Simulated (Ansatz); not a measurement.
# Lu: transverse stress against strain

Lu (hcp, P6_3/mmc, 27.551 Å³/atom and stress up to 0.01 GPa in the relaxed cell, c along z) under a strain ε along a direction in the basal plane (axis x), the other axes held. PBEsol in Ansatz, a plane-wave DFT program (PAW, default set), 420 eV, 19×19×11 Γ-centred mesh, Fermi-Dirac smearing 0.10 eV; ions are relaxed, or left where forces stay under 0.02 eV/Å, within the symmetry of each cell. Against the start cell, which lies near the measured one, the relaxed cell differs by -6.4 % in volume and -3.3 % in c; the values below rest on it. Stress is positive for a compressed cell.

Here s stands for strain and y for stress zz.

```
strain (%)  stress zz (GPa)
----------  ---------------
-3.00                     ?
-1.50                  0.37
-1.00                  0.24
-0.50                  0.12
0.00                   0.00
0.50                  -0.11
1.00                  -0.23
1.50                  -0.34
```

### Question
Using a straight line, estimate the missing y at s = -3.00 from the other rows, showing the fit.

### Answer
Means: s 0, y 0.007. About the means, the sum of products is -1.6500 and the sum of squares of s is 7.0000; the slope is their ratio. Least squares gives y = 0.007 - 0.2357·s. Residuals (row less fit): 0.009, -0.003, -0.005, -0.007, 0.001, -0.001, 0.007; standard error 0.007 (degrees of freedom: 5). The slope gives the elastic constant C13 = about 24 GPa. At the withheld row, y = 0.007 - 0.2357 × (-3.0) = 0.714 GPa. The calculation gives 0.78 GPa, 0.066 GPa above the prediction (5.9 % of the range of y in the table). The row lies outside the fitted rows, so this is an extrapolation. From the scatter of the fitted rows alone, a prediction at this place has a standard error of 0.010 GPa, so the miss is 6.6 times that.

A polynomial of degree 2 through the 12 other runs of the series gives 0.77 there, so most of the miss is curvature that the fit leaves out. In a metal these values are sensitive to mesh and smearing; energies are taken to zero smearing, stresses follow the free energy. Rows are the converged runs of the series near zero and its far end; series whose fitted rows scatter by over a few per cent of the range, as at a crossing or softening among them, aren't shown in this form, nor equations of state whose B0' disagrees with the runs' pressures. Most that stay on the fit to the last digits aren't either.
